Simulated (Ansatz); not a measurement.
Functionals compared on NH2 on the 1x1 (0001) surface of corundum (cut with top plane Al), one in a 1x1 cell, started at the site 'hollow Al-O-O-O over O at depth 2.3 Å #2', in Ansatz (plane waves, PAW). The structure was relaxed with PBE; the other rows are single points on it, each with its references at the same level. Cutoff 420 eV (500 eV for r2SCAN). The points keep PBE's geometry, so the relaxation of a polaron and the settling of charge on one site are left out.

Host crystal: corundum, with a band gap (PBE, scalar-relativistic without spin-orbit coupling).

Slab: 23 atoms, 6.7 Å thick at the start under the adsorbate (thin: gaps and levels are the slab's own); k 6x6x1, smearing 0.01 eV, dipole-corrected; 9 atoms held, the rest relaxed; no symmetry held; spin-polarised, ending with about 1.0 μB a cell; orders that need a larger cell were not tried, no spin-orbit, no U, no dispersion correction. At the end it is bonded to Al. In PBE it is, or lies within 0.03 eV of, the lowest of the starts that converged. These notes are the PBE run's. r2SCAN: The program's check for a lower electronic state was not made. Adsorption energies are against NH3(g) − ½ H2(g). A negative adsorption energy means that the adsorbate is more stable on the surface than in its reference.

```
functional  adsorption energy (eV)  gap of the slab on its k-mesh (eV)  highest filled level below the top vacuum level (eV)  magnetic moment of the cell (μB)  rough cost of the single point
----------  ----------------------  ----------------------------------  ----------------------------------------------------  --------------------------------  ------------------------------
PBE                           1.10                                0.15                                                  4.87                              1.00                               –
RPBE                          1.11                                0.16                                                  4.80                              1.00     very roughly 6 core-minutes
r2SCAN                         [?]                                 [?]                                                   [?]                              1.00    very roughly 10 core-minutes
```

Question: Fill in the missing entries.

Answer: 
- r2SCAN, adsorption energy (eV): 1.07
- r2SCAN, gap of the slab on its k-mesh (eV): 0.33
- r2SCAN, highest filled level below the top vacuum level (eV): 4.81

Ansatz is a quantum-chemistry and plane-wave program.
